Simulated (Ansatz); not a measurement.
An Ansatz (a program for electronic structure) input (PBEsol (Ansatz; PAW; 420 eV plane waves; no spin-orbit coupling)):

Ansatz 0.2 input:
```yaml
crystal:
  lattice:
    - [3.1667856413, 0, 0]
    - [-1.5833928206, 2.7425168137, 0]
    - [0, 0, 5.1890184207]
  atoms:
    - { symbol: Mg, position: [0.3333333333, 0.6666666667, 0.75] }
    - { symbol: Mg, position: [0.6666666667, 0.3333333333, 0.25] }
basis: { ecutwfc: 420, ecutrho_ratio: 4, xc_grid: 2, fft_grid_basis: typed }
kpoints: { mp_grid: { grid: [17, 17, 9] } }
hamiltonian:
  xc: pbesol
  dispersion: none
  pseudopotentials: { kind: paw }
scf: { occupations: { method: fermi_dirac, width: 0.05 }, convergence: { dr2_threshold: 0.0000000002 } }
output: { forces: true, stress: true }
checkpoint: { write: state.ck, write_every: 1000 }
```

### Question
Which symmetry and how many k-points will the program report, and about how many plane waves at Γ?

### Answer
Space group P63/mmc (ITA 194) with 24 operations, k-points 165 of 2601, and 893 plane waves at Γ.

No phonon test of stability was made. The cell was made from Zn by this change: Zn → Mg.
